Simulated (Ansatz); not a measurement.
Effect of pressure 4.5 GPa on Se

Take Se (space group P3_121, No. 152; a = 4.507 Å, c = 4.989 Å; made of chains) as the base.

Now apply this change: a hydrostatic pressure of 4.5 GPa.

Calculations: Kohn–Sham DFT with the r2SCAN functional, run in Ansatz (a first-principles code) with PAW and 500 eV plane waves, without spin-orbit coupling, earlier PAW set. Settings: 9×9×7 k-points, 0.05 eV Fermi–Dirac smearing.

* **Density**: 5.59 g/cm³ (base 4.48 g/cm³)
* **c/a ratio**: 1.271 (base 1.107)
* **Shortest interatomic distance**: 2.402 Å (base 2.373 Å)
* **Enthalpy H = E + PV relative to the base's energy**: +0.72 eV/atom
* **Band gap**: 0.65 eV (base 1.33 eV)
* **Gap character**: indirect, L–H (67 % along) → H (base indirect, L → H)
* **Smallest direct gap**: 0.72 eV (base 1.55 eV)
* **Width of the top valence band**: 2.75 eV (base 1.39 eV)
* **Electron mass**: 0.099 mₑ along c, 0.13 mₑ across (at H) (base 0.18 mₑ along c, 0.43 mₑ across (at H))

Final structure:

```
CELL_PARAMETERS angstrom
      3.99890     0.00000     0.00000
     -1.99945     3.46314     0.00000
      0.00000     0.00000     5.08454
ATOMIC_POSITIONS crystal
  Se 0.24565 0.00000 0.83333
  Se 0.00000 0.24565 0.16667
  Se 0.75435 0.75435 0.50000
```

Cost of the whole job for the changed cell (relaxation, final SCF and bands): around 2.2 core-minutes (rough).

Load acts through the strain it causes; cell and atoms are relaxed under it. Effective masses come from finite differences of ±0.01 Å⁻¹. No phonon test of stability was made. No dispersion term is included, though the crystal is made of layers, chains or molecules, so its spacings can come out too wide.
